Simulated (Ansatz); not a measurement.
# Bi2SiO5 (space group Cmc2_1, No. 36; a cell from a computed database, its experimental status unchecked)

Space group Cmc2₁ (No. 36); a = 15.1689 Å, b = 5.4807 Å, c = 5.3272 Å, α = 90.00°, β = 90.00°, γ = 90.00°

```json
[
 {"atom": "Si", "site": "4a", "symmetry": "m..", "x": "0.0000", "y": "0.3212", "z": "0.3004"},
 {"atom": "Bi", "site": "8b", "symmetry": "1", "x": "0.3346", "y": "0.2791", "z": "0.2448"},
 {"atom": "O", "site": "8b", "symmetry": "1", "x": "0.2505", "y": "0.0091", "z": "0.0151"},
 {"atom": "O", "site": "8b", "symmetry": "1", "x": "0.0919", "y": "0.1739", "z": "0.3246"},
 {"atom": "O", "site": "4a", "symmetry": "m..", "x": "0.0000", "y": "0.4695", "z": "0.0285"}
]
```
(The calculation used a cell of 16 atoms; values per cell refer to that cell.)

All numbers come from DFT with PBEsol, PAW potentials and a 420 eV plane-wave cutoff in Ansatz (a quantum-chemistry and plane-wave program), spin-orbit coupling left out. k-mesh 5×5×5 (Γ-centred); smearing 0.05 eV (Fermi–Dirac).

| Quantity | Value |
|---|---|
| Volume per atom | 13.84 Å³ |
| Density | 7.89 g/cm³ |
| Band gap | 2.70 eV, indirect, Γ → Y |
| Electron mass | 1.7 mₑ along k, 0.41 mₑ across |
| Lowest conduction-band minima above the VBM | Y (1/2, 1/2, 0) 2.70 eV; Γ 2.73 eV; S (0, 1/2, 0) 3.74 eV; Z (0, 0, 1/2) 3.76 eV |
| Total energy | -3489.015 eV/atom (σ→0; compares only within this code and set-up) |

With Bi present, leaving out spin-orbit coupling can change the band edges. Masses are band curvatures over ±0.01 Å⁻¹ around the edge. Along k means along the line from Γ to the band edge. Whether these cells are dynamically stable was not tested.
